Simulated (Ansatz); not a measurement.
Mo, pressure series

Start from Mo in the bcc (W type) structure (space group Im-3m, No. 229).

Mo is modelled in the cubic space group Im-3m (No. 229), the bcc (W type) structure, Pearson symbol cI2. Cell: a = b = c = 3.161 Å, α = β = γ = 90.00°. Mo on 2a is coordinated by 8 Mo at 2.737 Å and 6 Mo at 3.161 Å. (Neighbours: up to the widest gap in distance over summed covalent radii, below 1.35, at either atom.)
(The calculation used a cell of 1 atom; values per cell refer to that cell.)

Cell and atoms are relaxed at each pressure.

The values are results of PBE/PAW in Ansatz (an electronic-structure program), no spin-orbit coupling, earlier PAW set, not measurements.

Notes on the quantities. enthalpy: H = E + PV relative to the base's energy.

```
change            shortest interatomic distance       enthalpy
----------------  -----------------------------  -------------
base                                    2.737 Å              –
pressure −2 GPa                         2.744 Å  -0.20 eV/atom
pressure −1 GPa                         2.741 Å  -0.10 eV/atom
pressure 3 GPa                          2.727 Å  +0.29 eV/atom
pressure 7 GPa                              ___  +0.68 eV/atom
pressure 15 GPa                         2.690 Å  +1.44 eV/atom
pressure 30 GPa                         2.652 Å  +2.81 eV/atom
pressure 50 GPa                         2.610 Å  +4.56 eV/atom
pressure 75 GPa                         2.566 Å  +6.64 eV/atom
pressure 100 GPa                        2.529 Å  +8.63 eV/atom
```

**Question.** Complete the table.

**Answer.** 
- pressure 7 GPa, shortest interatomic distance: 2.714 Å

Load acts through the strain it causes; cell and atoms are relaxed under it. Whether these cells are dynamically stable was not tested. Competing high-pressure phases were not computed. All final runs are without spin polarisation.
